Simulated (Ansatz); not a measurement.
Cell of (BP)7/(GaN)7 zinc blende (110) superlattice on BP (GaN held in this type, which need not be the stable form), with its geometry taken from a PBE run:

```
CELL_PARAMETERS angstrom
      3.21619     0.00000     0.00000
      0.00000     4.54849     0.00000
      0.00000     0.00000    22.52765
ATOMIC_POSITIONS crystal
  B  0.00000 0.95340 0.99413
  P  0.50000 0.20234 0.00353
  B  0.50000 0.45369 0.07326
  P  0.00000 0.70316 0.06972
  B  0.00000 0.95488 0.14215
  P  0.50000 0.20437 0.14355
  B  0.50000 0.45342 0.21429
  P  0.00000 0.70342 0.21429
  B  0.00000 0.95488 0.28642
  P  0.50000 0.20437 0.28502
  B  0.50000 0.45369 0.35531
  P  0.00000 0.70316 0.35885
  B  0.00000 0.95340 0.43444
  P  0.50000 0.20234 0.42505
  Ga 0.50000 0.54118 0.50141
  N  0.00000 0.79519 0.49685
  Ga 0.00000 0.04793 0.57013
  N  0.50000 0.29686 0.57302
  Ga 0.50000 0.54795 0.64343
  N  0.00000 0.79809 0.64219
  Ga 0.00000 0.04777 0.71429
  N  0.50000 0.29732 0.71429
  Ga 0.50000 0.54795 0.78514
  N  0.00000 0.79809 0.78638
  Ga 0.00000 0.04793 0.85844
  N  0.50000 0.29686 0.85555
  Ga 0.50000 0.54118 0.92716
  N  0.00000 0.79519 0.93172
```

All values below come from r2SCAN (plane waves to 500 eV, PAW; Ansatz, a first-principles code). Scalar-relativistic, without spin–orbit coupling. Its k-point mesh 7×5×1, Fermi–Dirac width 0.01 eV.

### Question
Give the plane-averaged electrostatic potential energy of an electron along the normal (the smooth PAW potential), about its mean over the cell.

### Answer
```
z (Å) | V (eV)
    0.000 |  -5.07
    0.375 | ############# -1.26
    0.751 | ########################### 3.16
    1.126 | ################# 0.18
    1.502 | # -4.91
    1.877 | ####### -3.09
    2.253 | ########################### 3.22
    2.628 | ######################## 2.45
    3.004 | #### -3.84
    3.379 | ## -4.47
    3.755 | ##################### 1.37
    4.130 | ############################ 3.45
    4.506 | ######### -2.37
    4.881 |  -5.18
    5.256 | ############### -0.48
    5.757 | ########################### 3.25
    6.133 | ######## -2.65
    6.508 |  -5.06
    6.883 | ################# 0.00
    7.259 | ############################## 4.18
    7.634 | ############### -0.63
    8.010 |  -5.18
    8.385 | ######### -2.22
    8.761 | ########################## 3.05
    9.136 | ################### 0.90
    9.512 | ### -4.30
    9.887 | #### -3.88
   10.263 | ######################## 2.21
   10.638 | ########################## 2.96
   11.014 | ############## -0.94
   11.389 | ############# -1.23
   11.764 | ####################### 2.14
   12.140 | ########################### 3.22
   12.515 | ################## 0.30
   12.891 | ########## -2.05
   13.266 | ################## 0.49
   13.642 | ############################# 3.94
   14.017 | ###################### 1.56
   14.393 | ########### -1.74
   14.768 | ################ -0.32
   15.144 | ########################### 3.28
   15.519 | ######################### 2.52
   15.895 | ############# -1.28
   16.270 | ############ -1.41
   16.645 | ######################## 2.36
   17.146 | ######################### 2.47
   17.522 | ############# -1.22
   17.897 | ############# -1.18
   18.272 | ######################### 2.73
   18.648 | ########################### 3.40
   19.023 | ############## -0.67
   19.399 | ########### -1.83
   19.774 | ##################### 1.42
   20.150 | ########################### 3.31
   20.525 | #################### 1.13
   20.901 | ########### -1.69
   21.276 | ################# 0.05
   21.652 | ############################ 3.71
   22.027 | ################## 0.44
   22.402 | # -4.81
```
